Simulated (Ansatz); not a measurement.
The starting structures come from a database of crystals and need not be the phases stable at ambient conditions.

Consider the following.

```yaml
crystal:
  lattice:
    - [4.84423, 0.00000, 0.00000]
    - [-0.67327, 4.79721, 0.00000]
    - [0.67327, 0.77436, 4.73430]
  atoms:
    - { symbol: K, position: [0.50000, 0.50000, 0.50000] }
    - { symbol: As, position: [0.00000, 0.00000, 0.00000] }
    - { symbol: F, position: [0.07822, 0.76810, 0.27690] }
    - { symbol: F, position: [0.92178, 0.23190, 0.72310] }
    - { symbol: F, position: [0.72310, 0.07822, 0.23190] }
    - { symbol: F, position: [0.27690, 0.92178, 0.76810] }
    - { symbol: F, position: [0.76810, 0.72310, 0.92178] }
    - { symbol: F, position: [0.23190, 0.27690, 0.07822] }
```

Space group of this cell: R-3. The cell is taken as given; by PBEsol its mean pressure is 1.8 GPa.

Transport runs along the normal of the first two printed cell vectors, the (101) plane of the conventional cell.

The gap is the functional's own, uncorrected, and κ follows it; spin-orbit coupling is left out. Mid-gap values are interpolated between the computed energies.

Question: Predict the band gap and the smallest decay constant κ at mid-gap from PBEsol (Ansatz, a program for electronic structure).

Answer: Gap 5.38 eV on a 6×6×6 mesh; κ = 0.532 1/Å, at the zone centre.
